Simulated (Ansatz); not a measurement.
**MgO (P6₃/mmc, No. 194, 4 atoms in the cell; start mp-1065577; a measured phase of this formula has another space group)**

Computed with r²SCAN+rVV10 (PAW; Ansatz, an electronic-structure program).

Run with plane-wave cutoff 560 eV, 12×12×8 k mesh (along the axes of the cell as run), Fermi–Dirac smearing 0.01 eV, scalar-relativistic PAW data made under PBE.

Cell (relaxed at this level):

```
CELL_PARAMETERS angstrom
      3.47654     0.00000     0.00000
     -1.73827     3.01077     0.00000
      0.00000     0.00000     4.17842
ATOMIC_POSITIONS crystal
  Mg 0.66667 0.33333 0.75000
  Mg 0.33333 0.66667 0.25000
  O  0.66667 0.33333 0.25000
  O  0.33333 0.66667 0.75000
```

```
Item                Result
--------  ----------------
band gap  4.05 eV (direct)
```

Static lattice: no zero-point or thermal effects.

A start named mp-… is a Materials Project structure, which need not be a measured phase.
